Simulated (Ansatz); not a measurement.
The starting structures come from a database of crystals and need not be the phases stable at ambient conditions.

 Where the default PAW files enter, the runs use the earlier of Ansatz's two default sets.

The decay constant κ of evanescent states in the gap governs leakage through a thin film.

Given:

```yaml
crystal:
  lattice:
    - [4.05917, 0.00000, 0.00000]
    - [1.90818, 7.16607, 0.00000]
    - [1.80744, -0.48129, 3.34289]
  atoms:
    - { symbol: Ca, position: [0.40518, 0.75351, 0.79741] }
    - { symbol: Ca, position: [0.59482, 0.24649, 0.20259] }
    - { symbol: C, position: [0.84156, 0.56431, 0.07922] }
    - { symbol: C, position: [0.15844, 0.43569, 0.92078] }
    - { symbol: C, position: [0.09628, 0.05825, 0.45186] }
    - { symbol: C, position: [0.90372, 0.94175, 0.54814] }
```

Space group of this cell: C2/m. The cell is taken as given.

Transport runs along the normal of the first two printed cell vectors.

No gap correction and no spin-orbit coupling; mid-gap values are interpolated between computed energies.

### Question
State the band gap and the smallest decay constant κ at mid-gap according to r2SCAN run with Ansatz (a quantum-chemistry and plane-wave program).

### Answer
Gap 2.63 eV on a 10×4×10 mesh; κ = 0.328 1/Å, at (0.500, 0.500) of the in-plane reciprocal vectors. At the zone centre, at the nearest computed energy, the slowest state has κ = 0.45 1/Å.
